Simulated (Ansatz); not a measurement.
The parent structure is BeS in the zinc blende structure (space group F-43m, No. 216; a = 4.876 Å).

It is then changed as follows: a negative pressure, −2 GPa.

Levels (all Ansatz, a first-principles code, PAW): PBE (420 eV, no SOC); PBE+SOC (420 eV, noncollinear with spin-orbit coupling).

The geometry is relaxed with PBE.

```
Property                                Result
-------------------------  -------------------
PBE valence-band top at Γ  0.00, 0.00, 0.00 eV
PBE smallest direct gap                5.55 eV
PBE band gap                           3.19 eV
```

Predict the valence-band top at Γ, smallest direct gap and band gap from PBE+SOC.

The valence-band top at Γ (three highest Kramers pairs, from the VBM) becomes 0.00, 0.00, -0.09 eV (PBE: 0.00, 0.00, 0.00 eV); the smallest direct gap falls by 0.021 eV, from 5.55 eV to 5.52 eV; the band gap falls by 0.03 eV, from 3.19 eV to 3.16 eV. The threefold valence maximum splits by Δso ≈ 0.09 eV.

Single points use the geometry relaxed with PBE. Differences between runs with and without spin-orbit coupling are approximate. Load acts through the strain it causes; cell and atoms are relaxed under it. Whether these cells are dynamically stable was not tested.
